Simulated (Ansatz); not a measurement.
Reaction energy: levels of theory

Subject: the reaction energy. Reaction: Hf (hcp) + O2 (gas) → HfO2 (Pca2₁). Negative: the products are lower in energy.

HfO2 (Pca2₁), 96 atoms in the cell, the relaxed perfect crystal repeated, atoms not moved again. Conventional cell: a = 5.2943 Å, b = 5.0697 Å, c = 5.1017 Å, α = β = γ = 90.00°.

Setting: static, neutral cells in Ansatz (PAW) whose structures rest at the PBE level. Ansatz (a quantum-chemistry and plane-wave program) runs with its PAW set soft_1. Other levels take these structures. The lattices are those relaxed with PBE, so at other levels the solids can be strained, which adds to the spread. A dispersion term (D3(BJ), or D4 for r2SCAN) was computed beside these levels and is taken off wherever the name lacks it. Space groups of crystals are read within 0.01 Å. Spin-orbit coupling is left out.

```
Method      value (eV)
----------  ----------
PBE             -10.29
PBE+D3(BJ)         [?]
RPBE             -9.70
r2SCAN+D4       -11.47
```

### Question
Complete the blanks.

### Answer

- PBE+D3(BJ), value (eV): -10.52

The levels shown span 1.77 eV, from r2SCAN+D4 (-11.47) to RPBE (-9.70).

Rough cost of one single point on HfO2 (Pca2₁), against RPBE's on the same shared machine and with each level's own mesh and cutoff: r2SCAN within a factor of 2.
